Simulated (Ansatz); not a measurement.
## Step by step: energy of one form of BN over another

This concerns the energy of one form of BN over another. The value is E(A) − E(B), in meV per atom.

A: BN (zinc blende, F-43m), 2 atoms in the cell. Conventional cell: a = b = c = 3.607 Å, α = β = γ = 90.00°.

B: BN (P6₃/mmc), 4 atoms in the cell.
```yaml
crystal:
  lattice:
    - [2.50646, 0.00000, 0.00000]
    - [-1.25323, 2.17066, 0.00000]
    - [0.00000, 0.00000, 6.61979]
  atoms:
    - { symbol: B, position: [0.33333, 0.66667, 0.25000] }
    - { symbol: B, position: [0.66667, 0.33333, 0.75000] }
    - { symbol: N, position: [0.33333, 0.66667, 0.75000] }
    - { symbol: N, position: [0.66667, 0.33333, 0.25000] }
```

Method: Ansatz (an electronic-structure program), PAW, neutral cells at 0 K with nuclei at rest, on structures from PBE+D3(BJ). Ansatz runs with its default PAW set. Other levels take these structures. The lattices are those relaxed with PBE+D3(BJ), so at other levels the solids can be strained, which adds to the spread.

Total energies of the cells in eV, at zero smearing width. They compare only within one column; the weights balance every element.

```
cell                 atoms  weight   PBE+D3(BJ)         RPBE
-------------------  -----  ------  -----------  -----------
A: BN (zinc blende)      2      +2   -542.69407   -544.75920
B: BN (P6₃/mmc)          4      −1  -1085.37236  -1089.98037
```

PBE+D3(BJ): 2 × (-542.69407) − (-1085.37236) = -0.016 eV; dividing by 4 atoms gives -4 meV/atom.

RPBE: 2 × (-544.75920) − (-1089.98037) = 0.462 eV; dividing by 4 atoms gives 115 meV/atom.

What follows from the PBE+D3(BJ) value: Against the thermal energy at 300 K, k_BT = 25.9 meV, the difference of 3.9 meV per atom is 0.15 k_BT. To turn the order at 1000 K, where k_BT = 86.2 meV, the higher one would need 0.045 k_B per atom more entropy.
